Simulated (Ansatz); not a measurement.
**La3SiGa5O14 (P3, No. 143, 23 atoms in the cell; start mp-1223148)**

Calculation: r²SCAN in Ansatz (PAW).

Settings: plane-wave cutoff 560 eV, 6×6×8 k mesh (along the axes of the cell as run), Fermi–Dirac smearing 0.01 eV, scalar-relativistic PAW data made under PBE.

Cell (relaxed with PBEsol):

```cif
data_Ga5La3O14Si
_chemical_formula_sum 'La3 Ga5 Si1 O14'
_space_group_name_H-M_alt 'P 1'
_space_group_IT_number 1
_cell_length_a 8.12143
_cell_length_b 8.12143
_cell_length_c 5.07961
_cell_angle_alpha 90.000
_cell_angle_beta 90.000
_cell_angle_gamma 120.000
loop_
_space_group_symop_operation_xyz
  'x, y, z'
loop_
_atom_site_label
_atom_site_type_symbol
_atom_site_fract_x
_atom_site_fract_y
_atom_site_fract_z
_atom_site_occupancy
La1 La 0.66418 0.75243 0.97246 1
La2 La 0.24757 0.91175 0.97246 1
La3 La 0.08825 0.33582 0.97246 1
Ga1 Ga 0.66358 0.10173 0.47947 1
Ga2 Ga 0.89827 0.56185 0.47947 1
Ga3 Ga 0.43815 0.33642 0.47947 1
Ga4 Ga 0.66667 0.33333 0.00152 1
Ga5 Ga 0.33333 0.66667 0.46438 1
Si1 Si 0.00000 0.00000 0.53059 1
O1 O 0.00000 0.00000 0.21082 1
O2 O 0.33333 0.66667 0.82292 1
O3 O 0.31644 0.45215 0.31515 1
O4 O 0.54785 0.86429 0.31515 1
O5 O 0.13571 0.68356 0.31515 1
O6 O 0.20358 0.15099 0.67198 1
O7 O 0.84901 0.05259 0.67198 1
O8 O 0.94741 0.79642 0.67198 1
O9 O 0.55391 0.45296 0.78832 1
O10 O 0.54704 0.10095 0.78832 1
O11 O 0.89905 0.44609 0.78832 1
O12 O 0.45880 0.16533 0.26255 1
O13 O 0.83467 0.29347 0.26255 1
O14 O 0.70653 0.54120 0.26255 1
```

* **band gap**: 4.52 eV

Note: cell and atoms aren't relaxed at this level (largest force component 0.46 eV/Å, pressure 0.6 GPa).

Spin–orbit coupling is not included.

Computed values are for the static lattice.

Cost on a shared machine: very roughly 14 core-minutes.

A start named mp-… is a Materials Project structure, which need not be a measured phase.

Ansatz is a program for electronic structure.
